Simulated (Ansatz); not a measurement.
Consider the following.

```
Ni
1.0
    0.00000     1.67064     1.67064
    1.67064     0.00000     1.67064
    1.67064     1.67064     0.00000
Ni
1
Direct
  0.00000   0.00000   0.00000
```

Spin-polarised, with starting moments of sign Ni+.

Calculations: Kohn–Sham DFT with the PBE functional, run in Ansatz (a first-principles code) with PAW and 420 eV plane waves, spin-orbit coupling left out, earlier PAW set. Settings: 23×23×23 k-points, 0.05 eV Fermi–Dirac smearing.

**Question.** Predict the largest site moment and band gap.

**Answer.** 
- Largest site moment: 0.63 μB
- Band gap: zero

The magnetic state is the one reached from the starting moments; the real material's order can differ, and small cells can't hold many antiferromagnetic ones. Load acts through the strain it causes; cell and atoms are relaxed under it. No phonon test of stability was made. No other phases were tried under pressure. The cell was made from Ni in the fcc (Cu type) structure (space group Fm-3m, No. 225; ferromagnetic) by this change: pressure 45 GPa.
